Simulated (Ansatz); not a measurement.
## YN: isotropic strain −1.00 %

Consider YN in the rock salt structure (space group Fm-3m, No. 225; a = 4.856 Å).

One thing is altered: the cell is scaled by 0.9900 in all directions, atoms relaxed at fixed cell.

Calculations: Kohn–Sham DFT with the PBEsol functional, run in Ansatz (an electronic-structure program) with PAW and 420 eV plane waves, no spin-orbit coupling. Settings: 12×12×12 k-points, 0.05 eV Fermi–Dirac smearing.

```csv
quantity,base,changed,shift
volume per atom,14.31 Å³,13.89 Å³,-0.425 Å³
space group,Fm-3m (No. 225),Fm-3m (No. 225),–
energy relative to the base (free energy F),0 meV/atom,+7.1 meV/atom,+7.1 meV/atom
pressure,0.0 GPa,5.5 GPa,+5.5 GPa
band gap,0.08 eV,zero,–
```

No phonon test of stability was made. The final runs are not spin-polarised. Gaps under 0.05 eV, about the width of the smearing, are given as zero. A zero or small gap of YN can be the functional's error rather than a property of the material.
